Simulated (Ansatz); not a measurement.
In a (4,0) ZnO nanotube, the lowest empty band has its minimum at Γ and lies 0.015 eV higher 0.0355 Å⁻¹ away along the axis.

Calculation: PBE (plane waves to 420 eV, PAW; Ansatz, a quantum-chemistry and plane-wave program). Mesh 1×1×6. No spin polarisation. Periodic along z alone, with about 11 Å of vacuum beside it. A hypothetical model, rolled from the flat sheet. Only distortions within the start's symmetry and period were free.

Question: Estimate the electron mass along the axis.

Answer: For a parabola ΔE = ħ²Δk²/2m, and ħ²/2mₑ = 3.810 eV Å². So m/mₑ = 3.810 × 0.0355²/0.015 = 0.32. The curvature over a step a third as long gives 0.33; the band is close to a parabola here.
